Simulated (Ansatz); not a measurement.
## CaHfSe3 in the cubic perovskite structure (space group Pm-3m, No. 221; a hypothetical phase, not in the database extracts checked)

```yaml
crystal:
  lattice:
    - [5.12321, 0.00000, 0.00000]
    - [0.00000, 5.12321, 0.00000]
    - [0.00000, 0.00000, 5.12321]
  atoms:
    - { symbol: Ca, position: [0.00000, 0.00000, 0.00000] }
    - { symbol: Hf, position: [0.50000, 0.50000, 0.50000] }
    - { symbol: Se, position: [0.00000, 0.50000, 0.50000] }
    - { symbol: Se, position: [0.50000, 0.50000, 0.00000] }
    - { symbol: Se, position: [0.50000, 0.00000, 0.50000] }
```

All numbers come from DFT with PBEsol, PAW potentials and a 420 eV plane-wave cutoff in Ansatz (an electronic-structure program), no spin-orbit coupling. Settings: 9×9×9 k-points, 0.05 eV Fermi–Dirac smearing.

- Volume per atom: 26.89 Å³
- Density: 5.62 g/cm³
- Band gap: 0.08 eV, indirect, R → Γ
- Lowest conduction-band minima above the VBM: Γ 0.08 eV; R along ⟨111⟩ 1.10 eV
- Total energy: -6734.101 eV/atom (σ→0; compares only within this code and set-up)

With Hf present, leaving out spin-orbit coupling can change the band edges. No phonon test of stability was made. Many cubic perovskites are stable only at high temperature; tilts and polar distortions were not tested. A zero or small gap of CaHfSe3 can be the functional's error rather than a property of the material.
